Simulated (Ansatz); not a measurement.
AlAs (I-4m2): band-edge transport data

Consider the following.

```yaml
crystal:
  lattice:
    - [0.00000, 2.79703, 2.96668]
    - [2.79703, 0.00000, 2.96668]
    - [2.79703, 2.79703, 0.00000]
  atoms:
    - { symbol: Al, position: [0.00000, 0.00000, 0.00000] }
    - { symbol: As, position: [0.25000, 0.25000, 0.25000] }
```

Calculation: PBE with spin-orbit coupling, rigid bands (plane waves, PAW; Ansatz, a program for electronic structure). Condition of this run: uniaxial stress along [001] of -3.6 GPa (compression positive) (the target of the relaxation). How the cell was made: cell and atoms relaxed with PBEsol, then loaded as said.

band gap: 1.19 eV
electron conductivity mass (300 K, dilute): 0.41 (x), 0.41 (y), 0.28 (z) mₑ
hole conductivity mass (300 K, dilute): 0.37 (x), 0.37 (y), 0.65 (z) mₑ
effective density of states N_c (300 K): 1.3e19 cm⁻³
effective density of states N_v (300 K): 6.7e18 cm⁻³
density-of-states mass, electrons: 0.64 mₑ
density-of-states mass, holes: 0.42 mₑ
Seebeck coefficient, n-type 1e19 cm⁻³, 300 K: -241 μV/K
best n-type power factor at 300 K for τ = 10 fs (best axis; densities from 1e16 to 1e21 cm⁻³ tried, whether or not they can be reached): 7.3 μW/(cm·K²) at 3e19 cm⁻³
Seebeck coefficient, p-type 1e19 cm⁻³, 300 K: 261 μV/K
best p-type power factor at 300 K for τ = 10 fs (best axis; densities from 1e16 to 1e21 cm⁻³ tried, whether or not they can be reached): 11.9 μW/(cm·K²) at 3e20 cm⁻³

Rigid bands; masses and Seebeck coefficients take one relaxation time τ for all states and one kind of carrier; polarons and phonon drag are left out. Geometry: cell and atoms relaxed with PBEsol.
